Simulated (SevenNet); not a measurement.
L1₂ (Cu3Au-type) Ni₃Fe

Computed with the machine-learned potential SevenNet-0 (trained on PBE and PBE+U data).

Cell (relaxed at this level):

```
CELL_PARAMETERS angstrom
      3.53483     0.00000     0.00000
      0.00000     3.53483     0.00000
      0.00000     0.00000     3.53483
ATOMIC_POSITIONS crystal
  Fe 0.00000 0.00000 0.00000
  Ni 0.00000 0.50000 0.50000
  Ni 0.50000 0.00000 0.50000
  Ni 0.50000 0.50000 0.00000
```

For L1₂ (Cu3Au-type) Ni₃Fe, the lattice parameter a comes out as 3.535 Å. The volume per atom is 11.04 Å³/atom.

Measured, for comparison: lattice constant a 3.545 Å (temperature not stated, copied from a table, unchecked, no zero-point or thermal correction; as tabulated in Mineralogical Magazine 44, 225 (1981)). Computed (rounded) less measured: lattice constant a not scored (unchecked).

A machine-learned potential is trained on density-functional data: it inherits that level's misses and adds fitting errors of its own.

Note: the model gives imaginary modes for this phase (in the spectrum interpolated from a supercell).
